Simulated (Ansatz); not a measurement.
Evanescent states of ZnSe (F-43m, zinc blende, 2 atoms a cell, 22.7 Å³ an atom) along the normal of (001)

Method: r2SCAN (plane waves, PAW; Ansatz, an electronic-structure program).

The gap is the functional's own. No spin-orbit coupling. Mid-gap values are those at the computed energy nearest the middle.

Energies count from the valence-band top; κ is the least over a 8×8 mesh across the current.

```json
[
 {"E (eV)": "0.05", "κ (1/Å)": "0.041", "where": "Γ"},
 {"E (eV)": "0.15", "κ (1/Å)": "0.069", "where": "Γ"},
 {"E (eV)": "0.25", "κ (1/Å)": "0.086", "where": "Γ"},
 {"E (eV)": "0.35", "κ (1/Å)": "0.099", "where": "Γ"},
 {"E (eV)": "0.45", "κ (1/Å)": "0.108", "where": "Γ"},
 {"E (eV)": "0.55", "κ (1/Å)": "0.115", "where": "Γ"},
 {"E (eV)": "0.65", "κ (1/Å)": "0.120", "where": "Γ"},
 {"E (eV)": "0.75", "κ (1/Å)": "0.123", "where": "Γ"},
 {"E (eV)": "0.85", "κ (1/Å)": "0.124", "where": "Γ"},
 {"E (eV)": "0.95", "κ (1/Å)": "0.125", "where": "Γ"},
 {"E (eV)": "1.05", "κ (1/Å)": "0.124", "where": "Γ"},
 {"E (eV)": "1.15", "κ (1/Å)": "0.121", "where": "Γ"},
 {"E (eV)": "1.25", "κ (1/Å)": "0.117", "where": "Γ"},
 {"E (eV)": "1.35", "κ (1/Å)": "0.111", "where": "Γ"},
 {"E (eV)": "1.45", "κ (1/Å)": "0.103", "where": "Γ"},
 {"E (eV)": "1.55", "κ (1/Å)": "0.093", "where": "Γ"},
 {"E (eV)": "1.65", "κ (1/Å)": "0.079", "where": "Γ"},
 {"E (eV)": "1.75", "κ (1/Å)": "0.060", "where": "Γ"},
 {"E (eV)": "1.85", "κ (1/Å)": "0.025", "where": "Γ"}
]
```

**Question.** How thick must the barrier be to attenuate the transmission by 10^4 when the electrodes' Fermi level lies at 0.05 eV, and what attenuation does that film give at 1.65 eV?

**Answer.** d = 4 ln 10 / (2 × 0.041) = 112.3 Å. At 1.65 eV it gives 4 × 0.079/0.041 = 7.7 decades.
